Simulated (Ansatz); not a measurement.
**What isotropic strain −3.00 % does to Ti**

Take Ti in the hcp (Mg type) structure (space group P6_3/mmc, No. 194; a = 2.864 Å, c = 4.537 Å; relaxed with 0.1 eV smearing) as the base.

Modification: every lattice vector is shortened by 3.00 %; the atoms relax in the strained cell.

Calculations: LDA in Ansatz (plane waves to 420 eV, PAW, spin-orbit coupling left out). Γ-centred 23×23×13 mesh, Fermi–Dirac width 0.1 eV.

* **Volume per atom**: 14.71 Å³ (base 16.12 Å³)
* **Space group**: P6_3/mmc (No. 194) (base P6_3/mmc (No. 194))
* **Shortest interatomic distance**: 2.723 Å (base 2.807 Å)
* **Energy relative to the base (free energy F)**: +55 meV/atom
* **Pressure (mean of the normal stresses, compression positive)**: 13.5 GPa (base 0.0 GPa)
* **Band gap**: zero (base zero)

Final structure:

```
Ti
1.0
    2.77846     0.00000     0.00000
   -1.38923     2.40621     0.00000
    0.00000     0.00000     4.40116
Ti
2
Direct
  0.66667   0.33333   0.75000
  0.33333   0.66667   0.25000
```

Cost of the whole job for the changed cell (relaxation, final SCF and bands): very roughly 19 core-seconds.

Whether these cells are dynamically stable was not tested. All final runs are without spin polarisation.

Ansatz is a first-principles code.
